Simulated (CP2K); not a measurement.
Worked example: self-consistent single point of Al (Fm-3m, 1 atom in the cell) in CP2K.

Computed with CP2K with PBE, GPW, DZVP-MOLOPT-SR-GTH basis, GTH-PBE potentials (GTH_POTENTIALS).

The change in words: lattice scaled by 0.98. Reference geometry:
```
Al
1.0
    2.83228     0.00000     0.00000
    1.41614     2.45283     0.00000
    1.41614     0.81761     2.31255
Al
1
Direct
  0.00000   0.00000   0.00000
```

Reference input (self-consistent single point, DFT PBE, GPW, DZVP-MOLOPT-SR-GTH basis, GTH-PBE potentials (GTH_POTENTIALS)): CUTOFF = 400 Ry; REL_CUTOFF = 50 Ry; SMEAR/METHOD = FERMI_DIRAC; ELECTRONIC_TEMPERATURE = 1160.45 K; KPOINTS/SCHEME = MONKHORST-PACK 14 14 14; GAMMA_CENTERED = T; XC_FUNCTIONAL = PBE; Al/BASIS_SET = DZVP-MOLOPT-SR-GTH-q3; Al/POTENTIAL = GTH-PBE-q3; METHOD = GPW; EPS_DEFAULT = 1e-10; NGRIDS = 5. This run's input differs from it in these lines:

```diff
@@ -64,5 +64,5 @@
     &CELL
-      A 2.83228100 0.00000000 0.00000000
-      B 1.41614000 2.45282700 0.00000000
-      C 1.41614000 0.81760900 2.31254800
+      A 2.77563500 0.00000000 0.00000000
+      B 1.38781700 2.40377000 0.00000000
+      C 1.38781700 0.80125700 2.26629600
       PERIODIC XYZ
```

The program printed (abridged):

```
 SCF WAVEFUNCTION OPTIMIZATION

  Step     Update method      Time    Convergence         Total energy    Change
     1 NoMix/Diag. 0.30E+00      -     1.00751805        -2.2394770540 -2.24E+00
     2 Broy./Diag. 0.30E+00      -     0.00377956        -2.1572505805  8.22E-02
     3 Broy./Diag. 0.30E+00      -     0.01062798        -2.0755969484  8.17E-02
     4 Broy./Diag. 0.30E+00      -     0.00032180        -2.0727602135  2.84E-03
     5 Broy./Diag. 0.30E+00      -     0.00048601        -2.0705486415  2.21E-03
     6 Broy./Diag. 0.30E+00      -     0.00000153        -2.0705109833  3.77E-05
     7 Broy./Diag. 0.30E+00      -     0.00000245        -2.0705088576  2.13E-06
     8 Broy./Diag. 0.30E+00      -     0.00000100        -2.0705083996  4.58E-07
     9 Broy./Diag. 0.30E+00      -     0.00000124        -2.0705093977 -9.98E-07
    10 Broy./Diag. 0.30E+00      -     6.2054E-09        -2.0705093634  3.42E-08
  *** SCF run converged in    10 steps ***

  Overlap energy of the core charge distribution:               0.00000000000000
  Self energy of the core charge distribution:                 -5.64189583547756
  Core Hamiltonian energy:                                      1.23880484306009
  Hartree energy:                                               3.15913717042026
  Exchange-correlation energy:                                 -0.82606464083191
  Electronic entropic energy:                                  -0.00049090060083
  Fermi energy:                                                 0.28969155052595

  Total energy:                                                -2.07050936343184
  Total energy (extrapolated to T->0):                         -2.07026391313142

   [... lines left out ...]

 STRESS| Analytical stress tensor [bar]
 STRESS|                        x                   y                   z
 STRESS|      x        7.37995144250E+04   3.84594402701E-02   2.71938732069E-02
 STRESS|      y        3.84594402701E-02   7.37935532089E+04   1.08087612063E+00
 STRESS|      z        2.71938732069E-02   1.08087612063E+00   7.37958792822E+04
 STRESS| 1/3 Trace                                             7.37963156387E+04
```

The run converged in 10 iterations. Against the reference run the free energy goes up by 25.5 meV/atom and the pressure goes from 1.56 to 7.38 GPa.

The starting cell has typed, rounded lattice constants, without a prior relaxation at this level. Its lattice was rescaled by a random factor within 2.5 % of one. For this run, on top of that: lattice scaled by 0.98. Values carry the incompleteness of an atom-centred basis. With a pressure of about 7 GPa the cell is away from its equilibrium volume at this level.

Cost on one core of a shared machine: roughly 2 min.
